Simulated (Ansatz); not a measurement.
## Random Si-Ge alloy, 4x4x4 cubic cells, lattice parameter by Vegard's rule

Prepared with Tersoff's 1989 multicomponent potential (SiCGe.tersoff) (LAMMPS): minimisation. Geometry as solved with Ansatz (a program for electronic structure) with PBE, support functions at accuracy medium on the grid of 370 eV.

```xyz
512
Lattice="22.15 0.00 0.00 0.00 22.15 0.00 0.00 0.00 22.15" Properties=species:S:1:pos:R:3 pbc="T T T"
Si     0.00    -0.01     0.05
Si     1.39     1.38     1.40
Si     2.75     2.79     0.02
Si     4.15     4.16     1.38
Si     2.73     0.02     2.81
Si     4.17     1.37     4.13
Si     0.03     2.76     2.79
Si     1.39     4.19     4.11
Si    -0.02    -0.02     5.54
Ge     1.35     1.41     6.93
Ge     2.80     2.82     5.51
Si     4.18     4.19     6.94
Ge     2.80    -0.01     8.32
Si     4.17     1.42     9.71
Si    -0.01     2.79     8.36
Si     1.38     4.17     9.70
Ge    -0.05    -0.03    11.03
Ge     1.41     1.38    12.44
Si     2.78     2.81    11.05
Si     4.12     4.21    12.42
Si     2.75    -0.06    13.85
Ge     4.12     1.37    15.22
Ge    -0.03     2.80    13.87
Si     1.38     4.22    15.22
Si    -0.01    -0.02    16.62
Si     1.33     1.38    18.01
Ge     2.72     2.81    16.66
Si     4.16     4.19    18.03
Ge     2.78     0.02    19.39
Si     4.14     1.46    20.78
Si     0.03     2.76    19.42
Si     1.39     4.16    20.79
Si     0.04     5.57     0.00
Si     1.39     6.94     1.40
Si     2.76     8.32     0.04
Si     4.15     9.69     1.40
Si     2.78     5.55     2.74
Si     4.17     6.90     4.12
Si    -0.01     8.32     2.77
Si     1.35     9.71     4.13
Si     0.02     5.57     5.49
Si     1.39     6.88     6.90
Ge     2.77     8.31     5.51
Si     4.19     9.69     6.90
Si     2.76     5.53     8.30
Si     4.16     6.92     9.63
Ge    -0.04     8.28     8.27
Ge     1.36     9.72     9.70
Si    -0.01     5.54    11.08
Si     1.38     6.88    12.46
Ge     2.79     8.28    11.08
Si     4.15     9.74    12.45
Si     2.77     5.55    13.84
Si     4.12     6.92    15.24
Ge     0.01     8.32    13.84
Si     1.42     9.73    15.23
Si     0.00     5.57    16.58
Ge     1.39     6.94    18.02
Si     2.78     8.34    16.60
Si     4.12     9.72    17.99
Si     2.79     5.54    19.43
Si     4.12     6.92    20.83
Si     0.01     8.33    19.45
Si     1.40     9.70    20.80
Si     0.01    11.05     0.03
Si     1.36    12.42     1.42
Ge     2.78    13.80     0.02
Si     4.16    15.22     1.42
Si     2.77    11.07     2.78
Si     4.15    12.44     4.15
Si     0.00    13.83     2.77
Si     1.41    15.19     4.12
Si    -0.02    11.09     5.51
Si     1.36    12.49     6.86
Si     2.77    13.83     5.51
Si     4.15    15.21     6.90
Ge     2.79    11.12     8.26
Si     4.17    12.48     9.69
Si    -0.01    13.83     8.28
Si     1.38    15.19     9.65
Si    -0.03    11.12    11.10
Si     1.38    12.48    12.47
Si     2.75    13.82    11.04
Ge     4.15    15.20    12.45
Si     2.77    11.11    13.83
Si     4.17    12.45    15.22
Si    -0.01    13.85    13.85
Si     1.32    15.23    15.25
Si     0.03    11.09    16.59
Si     1.37    12.43    18.01
Ge     2.76    13.84    16.62
Si     4.17    15.24    18.00
Si     2.74    11.07    19.39
Si     4.16    12.41    20.74
Si    -0.02    13.82    19.33
Ge     1.38    15.21    20.71
Ge    -0.03    16.61     0.02
Si     1.42    17.96     1.40
Si     2.77    19.31     0.01
Ge     4.11    20.73     1.43
Si     2.78    16.60     2.78
Si     4.13    17.98     4.18
Ge     0.01    19.38     2.76
Si     1.38    20.78     4.19
Ge     0.01    16.60     5.52
Si     1.40    18.01     6.93
Si     2.76    19.38     5.54
Si     4.16    20.78     6.85
Si     2.74    16.56     8.26
Ge     4.15    17.93     9.68
Si    -0.01    19.37     8.29
Si     1.36    20.73     9.66
Ge    -0.01    16.60    11.06
Si     1.34    18.02    12.50
Ge     2.75    19.39    11.10
Si     4.17    20.77    12.48
Ge     2.73    16.63    13.89
Si     4.16    18.02    15.27
Si    -0.04    19.38    13.86
Si     1.35    20.75    15.23
Si    -0.03    16.61    16.63
Si     1.37    17.98    17.98
Si     2.73    19.37    16.61
Si     4.11    20.72    17.99
Si     2.78    16.63    19.35
Si     4.12    17.94    20.79
Si    -0.04    19.35    19.35
Ge     1.35    20.72    20.80
Ge     5.52     0.05     0.03
Si     6.93     1.39     1.46
Ge     8.27     2.81     0.05
Si     9.68     4.21     1.42
Si     8.31    -0.02     2.80
Si     9.67     1.35     4.19
Si     5.51     2.77     2.76
Ge     6.92     4.17     4.16
Si     5.55     0.01     5.51
Si     6.90     1.38     6.90
Si     8.31     2.74     5.55
Si     9.70     4.14     6.88
Si     8.29    -0.01     8.23
Ge     9.70     1.39     9.61
Si     5.54     2.77     8.29
Si     6.87     4.16     9.67
Si     5.51     0.03    11.10
Si     6.90     1.38    12.44
Ge     8.29     2.80    11.06
Si     9.70     4.18    12.47
Ge     8.29     0.00    13.86
Si     9.70     1.42    15.23
Ge     5.54     2.82    13.81
Si     6.94     4.19    15.24
Ge     5.54    -0.06    16.62
Ge     6.94     1.43    18.02
Si     8.34     2.82    16.60
Si     9.69     4.16    18.03
Si     8.34     0.02    19.38
Ge     9.74     1.39    20.79
Si     5.52     2.83    19.42
Si     6.89     4.21    20.78
Si     5.53     5.56     0.03
Si     6.92     6.95     1.38
Si     8.30     8.31     0.00
Si     9.72     9.66     1.35
Si     8.31     5.60     2.77
Si     9.68     6.96     4.15
Si     5.53     8.31     2.77
Si     6.89     9.66     4.17
Si     5.52     5.58     5.56
Si     6.91     6.96     6.89
Si     8.31     8.32     5.54
Si     9.68     9.70     6.93
Ge     8.30     5.54     8.28
Si     9.70     6.95     9.68
Si     5.55     8.32     8.28
Si     6.91     9.70     9.67
Si     5.49     5.53    11.02
Ge     6.92     6.90    12.41
Si     8.30     8.32    11.02
Ge     9.68     9.68    12.48
Si     8.31     5.52    13.84
Ge     9.72     6.92    15.22
Ge     5.52     8.34    13.87
Si     6.90     9.75    15.26
Si     5.51     5.52    16.60
Ge     6.90     6.89    18.01
Ge     8.32     8.37    16.64
Si     9.71     9.75    18.05
Si     8.32     5.53    19.42
Si     9.66     6.96    20.76
Ge     5.50     8.34    19.43
Si     6.95     9.72    20.80
Si     5.51    11.05    -0.01
Ge     6.90    12.48     1.38
Si     8.34    13.85     0.00
Si     9.68    15.24     1.37
Ge     8.32    11.02     2.78
Si     9.68    12.43     4.20
Si     5.51    13.86     2.80
Si     6.92    15.21     4.16
Si     5.54    11.07     5.53
Si     6.90    12.45     6.92
Si     8.26    13.80     5.52
Ge     9.70    15.19     6.87
Si     8.29    11.08     8.29
Si     9.67    12.47     9.65
Si     5.53    13.84     8.30
Si     6.90    15.20     9.69
Si     5.53    11.07    11.04
Ge     6.94    12.46    12.45
Si     8.33    13.86    11.03
Si     9.67    15.23    12.44
Si     8.30    11.08    13.89
Si     9.69    12.42    15.25
Si     5.54    13.83    13.88
Si     6.90    15.24    15.22
Si     5.52    11.10    16.64
Si     6.90    12.44    18.03
Ge     8.31    13.85    16.64
Si     9.72    15.24    18.04
Si     8.31    11.11    19.41
Si     9.70    12.47    20.79
Si     5.50    13.82    19.37
Ge     6.91    15.22    20.76
Si     5.49    16.58     0.02
Ge     6.89    17.96     1.43
Ge     8.36    19.37     0.03
Si     9.73    20.79     1.44
Si     8.32    16.57     2.80
Si     9.70    18.00     4.13
Si     5.52    19.37     2.85
Si     6.93    20.76     4.17
Si     5.53    16.59     5.52
Si     6.92    17.99     6.83
Si     8.33    19.38     5.51
Si     9.70    20.76     6.90
Ge     8.27    16.61     8.28
Ge     9.69    18.03     9.71
Ge     5.54    19.37     8.24
Ge     6.93    20.79     9.71
Si     5.58    16.59    11.08
Si     6.92    17.98    12.48
Si     8.29    19.39    11.14
Si     9.68    20.76    12.47
Si     8.29    16.59    13.84
Si     9.67    17.93    15.26
Si     5.52    19.36    13.84
Si     6.92    20.69    15.21
Si     5.54    16.60    16.61
Si     6.94    17.95    17.98
Si     8.28    19.31    16.58
Ge     9.67    20.76    17.95
Si     8.33    16.62    19.37
Si     9.71    17.93    20.78
Ge     5.51    19.32    19.37
Ge     6.94    20.79    20.75
Si    11.11    -0.01     0.07
Si    12.49     1.36     1.40
Ge    13.86     2.78    -0.01
Si    15.24     4.19     1.41
Si    13.86    -0.01     2.77
Si    15.24     1.38     4.14
Ge    11.05     2.75     2.78
Ge    12.49     4.19     4.18
Si    11.09    -0.01     5.53
Si    12.48     1.37     6.89
Si    13.89     2.74     5.54
Si    15.27     4.12     6.89
Si    13.86     0.01     8.29
Si    15.23     1.37     9.68
Si    11.10     2.77     8.22
Ge    12.44     4.14     9.70
Ge    11.11    -0.02    11.07
Si    12.48     1.41    12.47
Si    13.87     2.74    11.08
Si    15.26     4.11    12.43
Ge    13.87    -0.02    13.85
Si    15.31     1.36    15.23
Si    11.05     2.76    13.81
Ge    12.42     4.15    15.22
Si    11.07     0.02    16.57
Ge    12.46     1.37    18.02
Ge    13.92     2.76    16.61
Si    15.27     4.17    18.03
Si    13.89    -0.01    19.40
Si    15.24     1.38    20.73
Si    11.09     2.82    19.39
Si    12.47     4.18    20.74
Ge    11.08     5.58     0.00
Si    12.49     6.96     1.42
Si    13.83     8.31     0.00
Ge    15.23     9.70     1.40
Si    13.88     5.57     2.76
Si    15.27     6.91     4.13
Si    11.08     8.32     2.76
Si    12.42     9.73     4.12
Si    11.03     5.57     5.54
Si    12.40     6.93     6.90
Ge    13.81     8.30     5.49
Ge    15.25     9.72     6.92
Ge    13.85     5.54     8.25
Ge    15.28     6.95     9.70
Si    11.07     8.32     8.30
Si    12.48     9.69     9.65
Si    11.04     5.58    11.08
Si    12.45     6.96    12.40
Si    13.83     8.35    11.06
Si    15.22     9.70    12.45
Ge    13.84     5.55    13.77
Ge    15.25     6.95    15.23
Si    11.14     8.31    13.84
Si    12.47     9.71    15.23
Si    11.06     5.52    16.66
Ge    12.47     6.94    18.03
Si    13.83     8.35    16.61
Ge    15.23     9.72    18.04
Si    13.89     5.54    19.41
Si    15.22     6.93    20.81
Si    11.05     8.35    19.42
Si    12.45     9.69    20.79
Si    11.08    11.07     0.00
Si    12.47    12.44     1.35
Si    13.86    13.85     0.01
Si    15.25    15.23     1.37
Si    13.82    11.11     2.78
Si    15.23    12.47     4.14
Ge    11.06    13.81     2.76
Ge    12.51    15.24     4.16
Si    11.07    11.07     5.55
Si    12.47    12.43     6.91
Si    13.87    13.81     5.56
Si    15.23    15.20     6.91
Si    13.84    11.10     8.31
Si    15.24    12.44     9.68
Si    11.08    13.79     8.27
Ge    12.47    15.18     9.69
Ge    11.10    11.11    11.04
Si    12.53    12.46    12.47
Si    13.90    13.81    11.09
Si    15.25    15.22    12.43
Si    13.87    11.08    13.86
Si    15.21    12.46    15.26
Ge    11.08    13.83    13.84
Si    12.45    15.21    15.28
Si    11.07    11.06    16.61
Ge    12.46    12.48    18.03
Si    13.86    13.86    16.62
Si    15.22    15.24    17.99
Si    13.83    11.08    19.46
Si    15.22    12.45    20.81
Si    11.06    13.87    19.44
Si    12.48    15.23    20.79
Si    11.10    16.59     0.02
Si    12.47    17.99     1.39
Si    13.88    19.33     0.05
Si    15.23    20.73     1.42
Si    13.89    16.63     2.73
Si    15.27    17.97     4.11
Si    11.10    19.38     2.77
Si    12.46    20.79     4.13
Si    11.06    16.63     5.50
Ge    12.45    17.99     6.93
Ge    13.89    19.40     5.51
Si    15.26    20.81     6.93
Si    13.87    16.58     8.29
Ge    15.25    18.00     9.68
Si    11.08    19.44     8.31
Si    12.51    20.77     9.65
Si    11.06    16.58    11.07
Ge    12.46    18.01    12.42
Si    13.86    19.42    11.05
Si    15.27    20.76    12.42
Ge    13.85    16.57    13.85
Ge    15.27    18.02    15.25
Ge    11.04    19.38    13.90
Si    12.47    20.77    15.28
Si    11.09    16.59    16.64
Si    12.50    17.96    17.98
Si    13.85    19.40    16.66
Si    15.24    20.76    18.02
Si    13.86    16.60    19.39
Si    15.24    17.98    20.78
Ge    11.09    19.33    19.38
Ge    12.51    20.76    20.82
Ge    16.61    -0.01     0.00
Si    17.97     1.43     1.41
Si    19.36     2.76     0.04
Ge    20.78     4.17     1.40
Ge    19.38     0.00     2.76
Si    20.81     1.37     4.14
Si    16.60     2.80     2.78
Si    17.98     4.19     4.13
Si    16.61     0.01     5.53
Si    17.98     1.36     6.93
Ge    19.37     2.75     5.51
Ge    20.81     4.18     6.92
Si    19.38     0.00     8.30
Si    20.72     1.42     9.67
Si    16.61     2.75     8.31
Si    17.96     4.13     9.70
Si    16.62     0.00    11.04
Si    17.98     1.39    12.42
Si    19.36     2.78    11.06
Si    20.73     4.18    12.43
Ge    19.37    -0.01    13.84
Si    20.76     1.36    15.26
Si    16.62     2.74    13.81
Ge    18.01     4.14    15.22
Si    16.63    -0.03    16.63
Si    18.00     1.35    18.00
Si    19.38     2.71    16.63
Ge    20.81     4.13    17.98
Si    19.37    -0.05    19.36
Ge    20.75     1.37    20.78
Si    16.62     2.74    19.36
Ge    17.97     4.14    20.81
Si    16.60     5.58     0.05
Si    18.01     6.94     1.40
Si    19.38     8.33     0.02
Si    20.76     9.70     1.40
Si    19.37     5.58     2.79
Si    20.76     6.95     4.16
Si    16.65     8.30     2.79
Si    18.01     9.70     4.13
Si    16.62     5.54     5.53
Si    17.99     6.96     6.88
Si    19.38     8.33     5.52
Si    20.74     9.72     6.88
Ge    19.34     5.57     8.33
Si    20.75     6.93     9.75
Si    16.68     8.33     8.29
Si    18.03     9.69     9.68
Si    16.64     5.51    11.10
Si    18.01     6.93    12.45
Si    19.38     8.32    11.09
Si    20.76     9.72    12.45
Si    19.39     5.57    13.82
Si    20.75     6.92    15.23
Si    16.62     8.32    13.78
Ge    18.01     9.71    15.21
Si    16.61     5.53    16.64
Ge    17.98     6.96    18.01
Si    19.40     8.30    16.59
Ge    20.78     9.70    18.00
Ge    19.43     5.57    19.43
Si    20.81     6.97    20.83
Si    16.60     8.32    19.46
Si    18.00     9.70    20.79
Si    16.64    11.10     0.01
Si    17.99    12.47     1.40
Si    19.36    13.86     0.05
Si    20.74    15.20     1.43
Si    19.39    11.09     2.76
Si    20.76    12.47     4.14
Si    16.61    13.85     2.77
Si    17.99    15.22     4.14
Si    16.63    11.08     5.47
Ge    18.01    12.47     6.91
Si    19.40    13.87     5.51
Si    20.76    15.21     6.93
Si    19.41    11.07     8.32
Si    20.79    12.46     9.68
Si    16.58    13.84     8.31
Ge    18.01    15.22     9.70
Si    16.61    11.04    11.03
Ge    18.03    12.42    12.43
Si    19.43    13.83    11.06
Si    20.75    15.21    12.48
Si    19.45    11.08    13.85
Si    20.80    12.47    15.23
Ge    16.62    13.85    13.87
Si    18.03    15.24    15.26
Si    16.62    11.12    16.62
Si    18.02    12.46    17.98
Si    19.40    13.84    16.61
Si    20.76    15.22    18.00
Si    19.34    11.07    19.38
Ge    20.75    12.45    20.78
Ge    16.62    13.85    19.40
Si    18.02    15.24    20.81
Si    16.63    16.62     0.00
Si    18.01    18.00     1.37
Si    19.38    19.37    -0.03
Si    20.75    20.75     1.34
Si    19.36    16.60     2.76
Si    20.75    17.97     4.12
Si    16.64    19.37     2.77
Si    17.96    20.78     4.15
Si    16.58    16.56     5.51
Ge    17.97    17.97     6.92
Ge    19.40    19.40     5.51
Si    20.78    20.79     6.94
Si    19.41    16.60     8.29
Si    20.75    18.01     9.65
Si    16.63    19.43     8.30
Si    18.02    20.78     9.69
Si    16.63    16.62    11.12
Si    18.02    17.99    12.47
Si    19.37    19.36    11.06
Si    20.74    20.70    12.45
Si    19.39    16.61    13.86
Si    20.76    17.99    15.23
Si    16.65    19.40    13.81
Si    17.99    20.74    15.24
Si    16.63    16.58    16.63
Ge    18.01    17.98    18.03
Si    19.39    19.38    16.59
Si    20.76    20.75    17.98
Si    19.41    16.57    19.42
Si    20.75    18.00    20.75
Si    16.59    19.38    19.41
Si    18.01    20.74    20.75
```
